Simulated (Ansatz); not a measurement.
A self-consistent single point of Tc (P-3m1, 2 atoms in the cell) with Ansatz (an electronic-structure program).

Method: PBEsol, default PAW files made with PBE (plane waves; Ansatz).

```
Tc
1.0
    1.36315    -2.36104     0.00000
    1.36315     2.36104     0.00000
    0.00000     0.00000     4.36805
Tc
2
Direct
  0.33333   0.66667   0.26145
  0.66667   0.33333   0.75000
```

Reference input (self-consistent single point, DFT, PBEsol, plane waves, default PAW files made with PBE): basis.ecutwfc = 36.7 Ry; kpoints.mp_grid.grid = 14 14 8; hamiltonian.xc = pbesol; hamiltonian.pseudopotentials = {kind: paw} (the program's default PAW files); scf.occupations.method = gaussian; scf.occupations.width = 0.0073 Ry. This run's input differs from it in these lines:

Ansatz 0.2 input:
```diff
@@ -11,3 +11,3 @@
 kpoints:
-  mp_grid: { grid: [14, 14, 8] }
+  mp_grid: { grid: [23, 23, 13] }
 hamiltonian:
@@ -16,3 +16,3 @@
 scf:
-  occupations: { method: gaussian, width: 0.0073 Ry }
+  occupations: { method: methfessel_paxton, width: 0.0735 Ry }
 output:
```

Output, abridged:

```
SCF iter   1: F=—  HF=-10675.738335 eV  |F-HF|=—  |Δ(HF+E_count)|=         —  Δρ=6.16e-2  dr2=1.05e0  ethr=3.10e-3  ⟨swp⟩=4.7  Hψ=50971  notcnv=0
all-band conjugate gradients solve this SCF's bands
preconditioner: auto → none
SCF iter   2: F=—  HF=-10675.471506 eV  |F-HF|=—  |Δ(HF+E_count)|=   2.67e-1  S|Δr|=    0.00e0  Δρ=3.47e-2  dr2=3.32e-1  ethr=3.10e-3  ⟨swp⟩=1.0  Hψ=19024  notcnv=0
   [... lines left out ...]
SCF iter   5: F=—  HF=-10675.353985 eV  |F-HF|=—  |Δ(HF+E_count)|=   2.47e-3  S|Δr|=    0.00e0  Δρ=9.36e-5  dr2=2.13e-6  ethr=1.26e-5  ⟨swp⟩=2.0  Hψ=18769  notcnv=0
SCF iter   6: F=—  HF=-10675.353985 eV  |F-HF|=—  |Δ(HF+E_count)|=   6.67e-7  S|Δr|=    0.00e0  Δρ=1.71e-5  dr2=3.59e-8  ethr=3.33e-10  ⟨swp⟩=7.7  Hψ=68379  notcnv=0
SCF iter   7: F=-10675.353985 eV  HF=-10675.353985 eV  |F-HF|=1.36e-10  |Δ(HF+E_count)|=   1.01e-8  S|Δr|=    0.00e0  Δρ=3.42e-6  dr2=1.24e-9  ethr=1.20e-10  ⟨swp⟩=1.4  Hψ=45542  notcnv=0
SCF 1 converged in 7 iterations: F = -10675.353985 eV  dr2 = 1.24e-9
Stability not checked (fill_not_monotonic)
Free energy (F): -10675.353985 eV
Internal energy: -10675.374613 eV  (E = F + TS)
E sigma→0 (E₀):  -10675.359142 eV
Entropy (-TS):   0.020627 eV (10.314 meV/atom)
Fermi energy:    22.713376 eV
--- Forces (eV/Å), atoms counted from 1 ---
  atom   1  Tc    -0.00000000     0.00000000    -0.22804715
  atom   2  Tc     0.00000000    -0.00000000     0.22804715
--- Stress (GPa, compression-positive) ---
       -0.363423       0.000000       0.000000
        0.000000      -0.363423       0.000000
        0.000000      -0.000000      -2.552909
  P = ⅓ Tr σ = -1.0933 GPa (-10.933 kbar)
  The stress holds the Pulay correction. Without it, at fixed plane waves, as pw.x and ABINIT print it: P = -1.1129 GPa
```

The run converged in 7 iterations. Against the reference run the free energy goes up by 10.6 meV/atom, the pressure goes from -0.97 to -1.09 GPa and the largest force goes from 0.094 to 0.228 eV/Å.

The starting cell has typed, rounded lattice constants, without a prior relaxation at this level. Its lattice was rescaled by up to half a per cent. One atom was moved a little off its site on purpose. Spin polarisation is off. Ansatz's pressure includes its estimate of the finite-basis (Pulay) stress. The cutoff lies below the one recommended for these files.
